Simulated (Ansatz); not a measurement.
Consider SnSe$_{2}$ in the CdI2 type structure (space group P-3m1, No. 164; a = 3.840 Å, c = 6.006 Å; layered, stacked along the Cartesian z axis).

The values are results of PBE-D3(BJ) (Ansatz, an electronic-structure program), no spin-orbit coupling, not measurements.

Now apply this change: full substitution Se → S; the structure is relaxed again.

Measured band gap: SnSe2 0.98 eV (temperature not stated; as listed in Joseph M. Gonzalez, Ivan I. Oleynik, Phys. Rev. B (2016)); SnS2 2.18 eV (temperature not stated; as listed in Joseph M. Gonzalez, Ivan I. Oleynik, Phys. Rev. B (2016)).

Task: How well does PBE-D3(BJ) reproduce the measured shift?

Result: With PBE-D3(BJ) the band gap moves by +0.91 eV (0.36 → 1.27) against +1.20 eV measured.

No phonon test of stability was made.
